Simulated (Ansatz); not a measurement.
Consider Ag in the fcc (Cu type) structure (space group Fm-3m, No. 225; a = 4.0009 Å; relaxed with 0.1 eV smearing). Axes: x, y, z lie along the cube axes.

The values are results of Ansatz (a first-principles code), LDA, PAW, cutoff 420 eV, spin-orbit coupling left out, not measurements.

The change: every lattice vector is shortened by 2.50 %, atoms relaxed at fixed cell.

Task: Predict the stress tensor and what it implies for the stiffness.

Result: Stress of the strained cell less that of the base (GPa, compression positive):
```
   13.1     0.0     0.0
    0.0    13.1     0.0
    0.0     0.0    13.1
```

Then B = −ΔP/(ΔV/V₀) with ΔV/V₀ = -0.0731 gives secant stiffness values (nonlinear terms included at this strain): B ≈ 179 GPa.

As a check, the harmonic strain energy −½ V₀ Δσ:ε is 49 meV/atom; the computed energy rise is 44 meV/atom.

Whether these cells are dynamically stable was not tested.
